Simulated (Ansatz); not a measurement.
# CsPbBr3: response to strain

The parent structure is CsPbBr$_{3}$ in the cubic perovskite structure (space group Pm-3m, No. 221; a = 5.8721 Å). Axes: x, y, z lie along the cube axes.

Strains are applied to the cell and any free atomic positions relax.

Level of theory: PBEsol (Ansatz, a first-principles code, PAW, no SOC).

Candidates:
(a) isotropic strain −4.86 %
(b) uniaxial strain ε_xx = +4.18 %
(c) tensor shear ε_yz = +0.86 %

Notes on the quantities. energy relative to the base: free energy F.

### Question
Order them by energy relative to the base, lowest first.

### Answer
(c) tensor shear ε_yz = +0.86 % (+0.2 meV/atom), (b) uniaxial strain ε_xx = +4.18 % (+9.7 meV/atom), (a) isotropic strain −4.86 % (+70 meV/atom)

Stability against distortions was not tested. Many cubic perovskites are stable only at high temperature; tilts and polar distortions were not tested. This is not the structure that CsPbBr3 has at room temperature and ambient pressure.
